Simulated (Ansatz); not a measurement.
Functionals compared on a constructed model of the (111) surface of fcc Ag, a pseudomorphic layer of Nb in the host's stacking (bottom of the slab: a bare face, its two planes held), in Ansatz (plane waves, PAW). The structure was relaxed with PBE; the other rows are single points on it. Cutoff 420 eV (500 eV for r2SCAN).

Set-up: 7 atoms, 14.7 Å thick at the start with caps and adatoms; mesh 15x15x1; 0.1 eV smearing; dipole correction on; 2 atoms held, the rest relaxed; symmetry of the start imposed; no spin, no spin-orbit, no U. In PBE it is, or lies within 0.01 eV a 1x1 cell of, the lowest of the 2 structures of its composition computed so far; subsurface sites and larger cells were not tried. These notes are the PBE run's.

```tsv
functional	work function of the top face (eV)	rough cost of the single point
PBE	4.99	–
RPBE	4.84	very roughly 40 core-seconds
r2SCAN	?	very roughly 70 core-seconds
```

Task: Fill in the missing entries.

Result: 
- r2SCAN, work function of the top face (eV): 5.06

Ansatz is an electronic-structure program.
